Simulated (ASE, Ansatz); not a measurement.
One thermal frame of composition Zr3Cu5, cell Zr18Cu30, held well above this temperature first, at a temperature that wasn't checked against the liquidus, so perhaps supercooled [in the CHGNet run: it was liquid; mean temperature 1187 K (target 1120 K); density 7.15 g/cm³, volume +7 % from the start cell's; mean pressure 0.4 GPa against a target of 0], 1120 K, computed in Ansatz (plane waves, PAW) at several levels on the same positions and k-sampling (one point, (1/4, 1/4, 1/4)); no spin polarisation or spin-orbit coupling.

The frame comes from MD with CHGNet (ASE). The base level is PBE (cutoff 420 eV), whose static pressure on this k-sampling is -0.8 GPa. On the run's last frame a denser k-mesh moved the forces by 0.057 eV/Å rms, the static pressure by -0.08 GPa and the free energy by -2 meV/atom, which is about how far such values are converged. That check is the base level's. Differences between levels on one k-sampling err less than the absolute values. Cutoffs of the other levels: 500 eV for r2SCAN, the files' default (420 eV for most) otherwise. Volume per atom 17.17 Å³.

| level | static pressure less the base's (GPa) | rms force change from the base (eV/Å) | cost |
|---|---|---|---|
| PBE | 0 | 0 | (base) |
| r2SCAN | [?] | [?] | very roughly 3.0 core-minutes |

**Question.** Complete the blanks.

**Answer.** 
- r2SCAN, static pressure less the base's (GPa): -2.7
- r2SCAN, rms force change from the base (eV/Å): 0.06

Ansatz is an electronic-structure program.
